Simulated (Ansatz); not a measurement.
Structures of equal composition on the (111) surface of fcc Pt: a layer of Re in place of the second plane; a layer of Re in place of the third plane. The slabs share one bottom face, and each structure is named by its start. These are constructed structures in small cells; real faces may alloy, dewet or reconstruct in larger ones, and not all known structures of the face are among them. Slabs of about 11 Å with all that they carry, Fermi-Dirac smearing of 0.1 eV. Bottom of the slabs: a bare face, its two planes held. Relaxed from the named starts with such symmetry as they have, on meshes of like density; energies extrapolated to zero smearing; no spin-orbit coupling, no U. Spin-polarised runs, if any, are marked in brackets, and their order is one that fits the cell; the others ran without spin.

Method: PBE (plane waves to 420 eV, PAW; Ansatz, a quantum-chemistry and plane-wave program).

Problem. Order them by energy per 1x1 cell (lowest first) at the level PBE.

Solution. a layer of Re in place of the third plane (0.000 eV), a layer of Re in place of the second plane (0.185 eV)
